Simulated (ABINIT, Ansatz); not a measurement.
An ABINIT input for a self-consistent single point of Hf (P6_3/mmc, 2 atoms in the cell) (DFT, PBE, plane waves, norm-conserving pseudopotentials (PseudoDojo nc-sr-05 PBE standard)):

```
# Hf, PseudoDojo nc-sr-05 PBE standard
pp_dirpath "./"
pseudos "Hf.upf"
acell 3*1.0 Angstrom
rprim
         1.5785717381   -2.7341664537    0.0000000000
         1.5785717381    2.7341664537    0.0000000000
         0.0000000000    0.0000000000    4.9979850000
natom 2
ntypat 1
znucl 72
typat 1 1
xred
         0.3333333333    0.6666666667    0.2500000000
         0.6666666667    0.3333333333    0.7500000000
ecut 789 eV
occopt 7
tsmear 0.1 eV
nband 17
kptopt 1
ngkpt 8 8 5
nshiftk 1
shiftk 0 0 0
nstep 80
toldfe 1.0e-09
prtwf 0
prtden 0
prtvol 1
enunit 2
```

Question: Translate this input to Ansatz (a quantum-chemistry and plane-wave program).

Answer: This is the input that was run; spellings and numerical settings could be chosen otherwise.

Ansatz 0.2 input:
```yaml
crystal:
  lattice:
    - [1.578572, -2.734166, 0.000000]
    - [1.578572, 2.734166, 0.000000]
    - [0.000000, 0.000000, 4.997985]
  atoms:
    - { symbol: Hf, position: [0.333333, 0.666667, 0.250000] }
    - { symbol: Hf, position: [0.666667, 0.333333, 0.750000] }
kpoints:
  mp_grid: { grid: [8, 8, 5] }
hamiltonian:
  xc: pbe
  pseudopotentials: { kind: paw }
scf:
  occupations: { method: gaussian, width: 0.0073 Ry }
output:
  forces: true
  eigenvalues: true
  stress: true
```

Basis settings and potentials, where a program has them, do not carry over. This input uses DFT, PBE, plane waves, default PAW files. The width in Ry is rounded to four decimals. Both were run: pressure 5.36 GPa in ABINIT and 5.20 in Ansatz. Ansatz's pressure is the one without its finite-basis correction.

On ABINIT: the starting cell has typed, rounded lattice constants, without a prior relaxation at this level. Its lattice was rescaled by a random factor within 2.5 % of one. With a pressure of about 5 GPa the cell is away from its equilibrium volume at this level.

On Ansatz: the starting cell has typed, rounded lattice constants, without a prior relaxation at this level. Its lattice was rescaled by a random factor within 2.5 % of one. With a pressure of about 5 GPa the cell is away from its equilibrium volume at this level.
